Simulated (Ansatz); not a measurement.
# MgTe: response to strain

The reference is MgTe in the wurtzite structure (space group P6_3mc, No. 186).

```
MgTe
1.0
    4.60888     0.00000     0.00000
   -2.30444     3.99141     0.00000
    0.00000     0.00000     7.50008
Mg Te
2 2
Direct
  0.33333   0.66667   0.99978
  0.66667   0.33333   0.49978
  0.33333   0.66667   0.37622
  0.66667   0.33333   0.87622
```

Cartesian axes are those of the cell as printed.

Strains are applied to the cell and any free atomic positions relax; under biaxial strain the out-of-plane vector relaxes too.

The values are results of PBE in Ansatz (plane waves to 420 eV, PAW, without spin-orbit coupling), not measurements.

Notes on the quantities. band gap: an upper bound: an edge found on the path is not a true extremum; the base alone; in-plane stress: mean in-plane stress (compression positive).

```tsv
variant	band gap	volume per atom	in-plane stress
base	2.37 eV	34.49 Å³	–
biaxial strain −3.00 %, plane normal [001], relaxed out of plane	2.34 eV	(withheld)	+1.9 GPa
biaxial strain −2.40 %, plane normal [001], relaxed out of plane	2.36 eV	33.51 Å³	+1.5 GPa
biaxial strain −1.80 %, plane normal [001], relaxed out of plane	2.38 eV	33.75 Å³	+1.1 GPa
biaxial strain −1.20 %, plane normal [001], relaxed out of plane	2.38 eV	(withheld)	+0.7 GPa
biaxial strain −0.60 %, plane normal [001], relaxed out of plane	2.38 eV	34.25 Å³	(withheld)
```

Task: What belongs in the blanks?

Result: 
- biaxial strain −3.00 %, plane normal [001], relaxed out of plane, volume per atom: 33.25 Å³
- biaxial strain −1.20 %, plane normal [001], relaxed out of plane, volume per atom: 34.00 Å³
- biaxial strain −0.60 %, plane normal [001], relaxed out of plane, in-plane stress: +0.4 GPa

Spin-orbit coupling, missing from the scalar runs, can matter with Te. Whether these cells are dynamically stable was not tested.

Ansatz is a first-principles code.
